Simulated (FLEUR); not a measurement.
Input and output of a self-consistent single point for LaSiPt (I4_1md, 6 atoms in the cell) (FLEUR)

Computed with PBEsol, all-electron FLAPW (FLEUR), scalar-relativistic valence.

Input as run:

Input of the input generator:

```
LaSiPt FLAPW
&input film=f /
-4.1028845447 4.1028845447 14.0403551909
4.1028845447 -4.1028845447 14.0403551909
4.1028845447 4.1028845447 -14.0403551909
1.0
1.0 1.0 1.0

6
57 0.3299600000 0.3299600000 -0.0000000000
57 0.0799600000 0.5799600000 0.5000000000
14 0.7496300000 0.7496300000 -0.0000000000
14 0.4996300000 0.9996300000 0.5000000000
78 0.9174100000 0.9174100000 0.0000000000
78 0.6674100000 0.1674100000 0.5000000000

&comp jspins=1 /
&exco xctyp='PBEs' /
&kpt div1=6 div2=6 div3=6 gamma=t /
&end /
```

```xml
<?xml version="1.0" encoding="UTF-8" standalone="no"?>
<fleurInput fleurInputVersion="0.39">
   <comment>
      LaSiPt FLAPW                                                                                        
   </comment>
   <calculationSetup>
      <cutoffs Kmax="4.6" Gmax="13.8" GmaxXC="13.8" numbands="0"/>
      <scfLoop itmax="60" minDistance="0.00001" maxIterBroyd="40" imix="Anderson" alpha="0.05" precondParam="0.0" spinf="2.0"/>
      <coreElectrons ctail="T" frcor="F" kcrel="0" coretail_lmax="0"/>
      <xcFunctional name="PBEs" relativisticCorrections="F"/>
      <magnetism jspins="1"/>
      <soc l_soc="F" theta="0.0" phi="0.0" spav="F"/>
      <expertModes spex="0" secvar="F"/>
      <geometryOptimization l_f="T" forcealpha="1.0" forcemix="BFGS" epsdisp="0.00001" epsforce="0.00001"/>
      <ldaU l_linMix="F" mixParam="0.05" spinf="1.0"/>
   </calculationSetup>
   <cell>
      <bzIntegration valenceElectrons="62.0" mode="hist" fermiSmearingEnergy="0.00367493">
         <kPointListSelection listName="default-1"/>
         <!-- k-points included here -->
         <xi:include xmlns:xi="http://www.w3.org/2001/XInclude" href="kpts.xml"> </xi:include>
      </bzIntegration>
      <!-- symmetry operations included here -->
      <xi:include xmlns:xi="http://www.w3.org/2001/XInclude" href="sym.xml"> </xi:include>
      <bulkLattice scale="1.0">
         <bravaisMatrix>
            <row-1>   -4.1028845447000002     4.1028845447000002    14.0403551908999997</row-1>
            <row-2>    4.1028845447000002    -4.1028845447000002    14.0403551908999997</row-2>
            <row-3>    4.1028845447000002     4.1028845447000002   -14.0403551908999997</row-3>
         </bravaisMatrix>
      </bulkLattice>
   </cell>
   <atomSpecies>
      <species name="Lanthanum (La)" element="La" atomicNumber="57">
         <mtSphere radius="2.68" gridPoints="925" logIncrement="0.014"/>
         <atomicCutoffs lmax="10" lnonsphr="8"/>
         <electronConfig flipSpins="F">
            <coreConfig>(1s1/2) (2s1/2) (2p1/2) (2p3/2) (3s1/2) (3p1/2) (3p3/2) (4s1/2) (3d3/2) (3d5/2) (4p1/2) (4p3/2) (4d3/2) (4d5/2)</coreConfig>
            <valenceConfig>(5s1/2) (5p1/2) (5p3/2) (6s1/2) (5d3/2) (5d5/2)</valenceConfig>
            <stateOccupation state="(5d3/2)" spinUp="0.2" spinDown="0.2"/>
            <stateOccupation state="(5d5/2)" spinUp="0.3" spinDown="0.3"/>
         </electronConfig>
         <energyParameters s="6" p="6" d="5" f="4"/>
         <lo type="SCLO" l="0" n="5" eDeriv="0"/>
         <lo type="SCLO" l="1" n="5" eDeriv="0"/>
      </species>
      <species name="Silicon (Si)" element="Si" atomicNumber="14">
         <mtSphere radius="1.73" gridPoints="599" logIncrement="0.019"/>
         <atomicCutoffs lmax="8" lnonsphr="6"/>
         <electronConfig flipSpins="F">
            <coreConfig>(1s1/2) (2s1/2) (2p1/2) (2p3/2)</coreConfig>
            <valenceConfig>(3s1/2) (3p1/2) (3p3/2)</valenceConfig>
            <stateOccupation state="(3p1/2)" spinUp="0.3333333333333" spinDown="0.3333333333333"/>
            <stateOccupation state="(3p3/2)" spinUp="0.6666666666667" spinDown="0.6666666666667"/>
         </electronConfig>
         <energyParameters s="3" p="3" d="3" f="4"/>
      </species>
      <species name="Platinum (Pt)" element="Pt" atomicNumber="78">
         <mtSphere radius="2.66" gridPoints="919" logIncrement="0.015"/>
         <atomicCutoffs lmax="10" lnonsphr="8"/>
         <electronConfig flipSpins="F">
            <coreConfig>(1s1/2) (2s1/2) (2p1/2) (2p3/2) (3s1/2) (3p1/2) (3p3/2) (4s1/2) (3d3/2) (3d5/2) (4p1/2) (4p3/2) (5s1/2) (4d3/2) (4d5/2) (4f5/2) (4f7/2)</coreConfig>
            <valenceConfig>(5p1/2) (5p3/2) (6s1/2) (5d3/2) (5d5/2)</valenceConfig>
            <stateOccupation state="(6s1/2)" spinUp="0.5" spinDown="0.5"/>
            <stateOccupation state="(5d3/2)" spinUp="1.8" spinDown="1.8"/>
            <stateOccupation state="(5d5/2)" spinUp="2.7" spinDown="2.7"/>
         </electronConfig>
         <energyParameters s="6" p="6" d="5" f="5"/>
         <lo type="SCLO" l="1" n="5" eDeriv="0"/>
      </species>
   </atomSpecies>
   <atomGroups>
      <atomGroup species="Lanthanum (La)">
         <relPos label="                   1">.3299600000 .3299600000 .0000000000</relPos>
         <relPos label="                   2">.0799600000 -.4200400000 1.000/2.000</relPos>
         <force calculate="T" relaxXYZ="TTT"/>
      </atomGroup>
      <atomGroup species="Silicon (Si)">
         <relPos label="                   3">-.2503700000 -.2503700000 .0000000000</relPos>
         <relPos label="                   4">.4996300000 -.0003700000 1.000/2.000</relPos>
         <force calculate="T" relaxXYZ="TTT"/>
      </atomGroup>
      <atomGroup species="Platinum (Pt)">
         <relPos label="                   5">-.0825900000 -.0825900000 .0000000000</relPos>
         <relPos label="                   6">-.3325900000 .1674100000 1.000/2.000</relPos>
         <force calculate="T" relaxXYZ="TTT"/>
      </atomGroup>
   </atomGroups>
   <output dos="F" band="F" slice="F">
      <checks vchk="F" cdinf="F"/>
      <bandDOS minEnergy="-.5*Htr" maxEnergy="0.5*Htr" sigma="0.015" storeEVData="T"/>
      <vacuumDOS vacdos="F" integ="F" star="F" nstars="0" locx1="0.0" locy1="0.0" locx2="0.0" locy2="0.0" nstm="0" tworkf="0.0"/>
      <unfoldingBand unfoldBand="F" supercellX="1" supercellY="1" supercellZ="1"/>
      <plotting iplot="0" polar="F">
         <plot TwoD="T" vec1="  1.0  0.0  0.0" vec2="  0.0  1.0  0.0" vec3="  0.0  0.0  1.0" zero="  0.0  0.0  0.0" file="plot"/>
      </plotting>
      <chargeDensitySlicing numkpt="0" minEigenval="0.0" maxEigenval="0.0" nnne="0" pallst="F"/>
      <specialOutput eonly="F"/>
      <magneticCircularDichroism mcd="F" energyLo="-10.0" energyUp="0.0"/>
   </output>
  <!-- We include the file relax.xml here to enable relaxations (see documentation) -->
  <xi:include xmlns:xi="http://www.w3.org/2001/XInclude" href="relax.xml"> <xi:fallback/> </xi:include>
</fleurInput>
```

Output, abridged:

```
      Welcome to FLEUR        (www.flapw.de)
      MaX-Release 8.1          (www.max-centre.eu)

 ========== k-point set info ==========
 Selected k-point list: default-1
 k-point list type: mesh
 6 x 6 x 6
 Number of k points: 30

 ------------Calculation Setup---------------------------
           1           2           3           5           6          10          15          30
 Number of basis functions:         1620
 Iteration:     1   Distance:      13.09404672 me/bohr^3
 Iteration:     2   Distance:      10.65512034 me/bohr^3
 Iteration:     3   Distance:       5.18580190 me/bohr^3
 Iteration:     4   Distance:       3.79635472 me/bohr^3
 Iteration:     5   Distance:       1.96640382 me/bohr^3
 Iteration:     6   Distance:       0.76907287 me/bohr^3
   [... 8 lines left out ...]
 Iteration:    15   Distance:       0.00024916 me/bohr^3
 Iteration:    16   Distance:       0.00007565 me/bohr^3
 Iteration:    17   Distance:       0.00006079 me/bohr^3
 Iteration:    18   Distance:       0.00001562 me/bohr^3
 Iteration:    19   Distance:       0.00000556 me/bohr^3
 Reset of history

 Run finished successfully
 Stop message:
   Structural relaxation: new displacements generated

[file out, last iteration]
             iter=     20
          p o t e n t i a l   g e n e r a t o r
[...]
          integral of pseudo charge density inside the slab=        0.000000   0.000000
     coulomb potential in the interstitial region:
          density-coulomb potential integrals
          total density-coulomb potenti   -92891.3848403028
          density-effective potential integrals for spin  1
          total density-effective poten   -9.4400463374E+04
          charge density-energy density integrals
          total charge density-energy d   -1.1465506295E+03
 Updated energy parameters for spin:           1
  Atom    1 6s branch from -0.67 to  2.95 htr. ; e_l =  0.3216
  Atom    1 6p branch from  0.06 to  3.69 htr. ; e_l =  0.4283
  Atom    1 5d branch from -3.16 to  1.22 htr. ; e_l =  0.4025
  Atom    1 4f branch from -9.99 to  0.54 htr. ; e_l =  0.4703
  Atom    1 5s branch from -9.12 to -0.67 htr. ; e_l(l -0.8023
  Atom    1 5p branch from -6.68 to  0.06 htr. ; e_l(l -0.2120
  Atom    2 3s branch from -4.49 to  2.65 htr. ; e_l = -0.1254
  Atom    2 3p branch from -2.88 to  3.09 htr. ; e_l =  0.0248
  Atom    2 3d branch from -9.99 to  3.10 htr. ; e_l =  0.1989
  Atom    2 4f branch from -9.99 to  6.37 htr. ; e_l =  0.3618
  Atom    3 6s branch from -3.23 to  1.26 htr. ; e_l =  0.2244
  Atom    3 6p branch from -1.53 to  2.08 htr. ; e_l =  0.3967
  Atom    3 5d branch from-10.74 to  0.47 htr. ; e_l =  0.2903
  Atom    3 5f branch from -2.08 to  2.34 htr. ; e_l =  0.6893
  Atom    3 5p branch from-18.54 to -1.53 htr. ; e_l(l -1.5825
[...]
 fermi energy and band-weighting factors:
at   0.00000   0.00000   0.00000   k-weight:    0.004630
   48 eigenvalues :
   -1.543221   -1.543166   -1.543047   -1.543047   -1.537216   -1.537216   -0.801536   -0.800503
   -0.212765   -0.199632   -0.199632   -0.198351   -0.198351   -0.197795    0.055661    0.113135
    0.208359    0.220069    0.240939    0.240939    0.257855    0.261913    0.272176    0.273235
    0.273235    0.281005    0.291152    0.378618    0.378618    0.402185    0.405631    0.405631
    0.414712    0.420351    0.465181    0.465181    0.467663    0.469850    0.469857    0.472853
    0.473511    0.473511    0.474347    0.475247    0.481767    0.481767    0.483154    0.483154
   [... 2 blocks of this kind left out ...]

[...]
FERMIE:
          first approx. to ef    (T=0)  :   0.394883 htr   (energy of the highest occ. eigenvalue)
          number of occ. states  (T=0)  :        927
          first approx. to seigv (T=0)  : -15.139017 htr
          sum of weights of occ. states :  31.032407
          sum of semicore charge        :   0.000000 e
FERHIS:  Fermi-Energy by histogram:
          bandgap                     :   0.000393 htr
          charge neutrality (T=0)     :   0.064815    (zero if the highest occ. eigenvalue is "entirely" occupied)
     EF_NEWTON:  Adjust Fermi-Energy by Newton-Method.
               Number of iterations needed  :   4
               The error in the weight is   :  0.62390E-11
               The error in ef is           : -0.12250E-12 htr
     -->  new fermi energy            :   0.393050 htr
          valence charge              :  62.000000 e
          actual charge blw ef-8kt    :  59.046296 e
          actual charge blw ef+8kt    :  62.000000 e
          number of occ. states       :       990
          sum of the valence weights  :   31.000000
          entropy         :   1.267773 *kb htr/K =   0.00000 htr/K
          sum of val. single particle energies:       -15.1622000648 htr
 Direct bandgap for spin            1 :    1.0417657492033550E-002  Htr
 at k-point           13  with k-vector    0.0000000000000000       0.50000000000000000       0.16666666666666666
          valence density: spin= 1
[...]
     l-like charge
     atom     s        p        d        f        total
 -->  1    2.01408  5.53032  0.56936  0.12914    8.24640
 -->  2    0.52062  0.52656  0.03552  0.00238    1.08543
 -->  3    0.71269  6.45966  7.93256  0.02714   15.13816
          total charge for spin  1=   62.000000
          interst. charge =      13.060010
          mt charge=              8.246403    1.085431   15.138162
          total charge  =   62.000000
          z= 57.     r(1)=  0.645805E-05     dx= 0.014000     m.t.index= 925
               n    l     j    energy       weight
               1.   0.   0.5-1421.6294      2.0000
               2.   0.   0.5 -225.6881      2.0000
               2.   1.   0.5 -212.8310      2.0000
   [... 11 lines left out ...]
          atom type    1  (spin 1)
          kinetic energy=  0.903487442470E+04     sum of the eigenvalues= -0.523374037888E+04
          0.00042100  electrons lost from core.
   [... 2 blocks of this kind left out ...]

          total charge for spin  1=  298.000000
          interst. charge =      13.089676
          mt charge=             54.245982   11.071348   77.137832
          total charge  =  298.000000
          zc=   298.000000     qfix=    1.000000
     t o t a l  e n e r g y
          sum of eigenvalues =            -33435.3932954509
          density-coulomb potential int   -92891.3848403028
          density-effective potential i   -94400.4633744314
          charge density-ex.-corr.energ    -1146.5506294598
          el.-nucl. inter. diff. m.t.      20631.6924701615
          Madelung term for atom type:       -74.0948447594
          el.-nucl. inter. diff. m.t.        675.8512707887
          Madelung term for atom type:       -23.8381917344
          el.-nucl. inter. diff. m.t.      46361.6671415304
          Madelung term for atom type:       -56.8979566145
 ---->    total energy=                   -54451.2148462195 htr
 ---->    (input%tkb*entropy) TS=              0.0046589765 htr
 ---->    free energy=                    -54451.2195051960 htr
      extrapolation for T->0
 ---->    total electron energy=          -54451.2171757078 htr
 ***** TOTAL FORCES ON ATOMS *****
 TOTAL FORCE FOR ATOM TYPE=  1  X=  0.000   Y=  0.000   Z=  9.266
                       FX_TOT= 0.000000 FY_TOT= 0.000000 FZ_TOT=-0.000314
 TOTAL FORCE FOR ATOM TYPE=  2  X=  0.000   Y=  0.000   Z= -7.031
                       FX_TOT= 0.000000 FY_TOT= 0.000000 FZ_TOT=-0.000036
 TOTAL FORCE FOR ATOM TYPE=  3  X=  0.000   Y=  0.000   Z= -2.319
                       FX_TOT= 0.000000 FY_TOT= 0.000000 FZ_TOT= 0.000344
```

The run converged in 19 iterations. FLEUR gives forces in its relaxation mode, with a further iteration, so its stop message speaks of a relaxation.

The starting cell comes from a database of computed structures (which also holds hypothetical and non-ambient phases and stackings), without a prior relaxation at this level. Its lattice was rescaled by a random factor within 2.5 % of one. Spin-orbit coupling is off. Spin polarisation is off. Values depend on the basis (sphere radii, cutoffs, local orbitals), which need not be converged. The log's line on a gap gives a spacing of levels on this mesh, which the program prints for metals too.

Cost on one core of a shared machine: roughly 30 min.
